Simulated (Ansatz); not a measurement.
The reference is ZnS in the zinc blende structure (space group F-43m, No. 216; a = 5.357 Å).

Computed with PBEsol (Ansatz, a first-principles code; PAW; 420 eV plane waves; without spin-orbit coupling).

Strains are applied to the cell and any free atomic positions relax.

One change was made to it. Results:

```json
[
 {"quantity": "band gap", "base": "2.09 eV", "after": "1.77 eV"},
 {"quantity": "energy relative to the base (free energy F)", "base": "0 meV/atom", "after": "+25 meV/atom"},
 {"quantity": "electron mass", "base": "0.17 mₑ (at Γ)", "after": "0.15 mₑ (at Γ)"},
 {"quantity": "pressure", "base": "-0.01 GPa", "after": "-4.96 GPa"}
]
```

Name the change that was made.
(A) isotropic strain −1.00 %
(B) isotropic strain +2.50 %
(C) isotropic strain +1.00 %

B, isotropic strain +2.50 %. For comparison, the band gap in the other runs: isotropic strain −1.00 % gives 2.22 eV; isotropic strain +1.00 % gives 1.96 eV.

Masses are band curvatures over ±0.01 Å⁻¹ around the edge. Semilocal Kohn–Sham gaps tend to fall short of experiment. No phonon test of stability was made.
